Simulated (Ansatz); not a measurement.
Here is the system:

```yaml
crystal:
  lattice:
    - [3.55401, 0.00000, 0.00000]
    - [0.00000, 3.55401, 0.00000]
    - [0.00000, 0.00000, 5.12997]
  atoms:
    - { symbol: Hf, position: [0.00000, 0.00000, 0.00000] }
    - { symbol: Hf, position: [0.50000, 0.50000, 0.50000] }
    - { symbol: O, position: [0.00000, 0.50000, 0.20334] }
    - { symbol: O, position: [0.00000, 0.50000, 0.70334] }
    - { symbol: O, position: [0.50000, 0.00000, 0.29666] }
    - { symbol: O, position: [0.50000, 0.00000, 0.79666] }
```

No spin polarisation.

A single point on HfO2 with a change (pressure 3 GPa), its geometry relaxed with PBEsol.

Computed with Kohn–Sham DFT with the r2SCAN functional, run in Ansatz (a quantum-chemistry and plane-wave program) with PAW and 500 eV plane waves, no SOC, earlier PAW set. Γ-centred 9×9×7 mesh, Fermi–Dirac width 0.05 eV.

Problem. Predict the gap character, pressure and band gap.

Solution. The gap character comes out as indirect, A → Γ. The pressure comes out as 5.31 GPa and the band gap comes out as 5.19 eV.

Single points use the geometry relaxed with PBEsol. With Hf present, leaving out spin-orbit coupling can change the band edges. Load acts through the strain it causes; cell and atoms are relaxed under it. Whether these cells are dynamically stable was not tested. The cell was made from HfO2 (space group P4_2/nmc, No. 137) by this change: pressure 3 GPa. This is not the structure that HfO2 has at room temperature and ambient pressure.
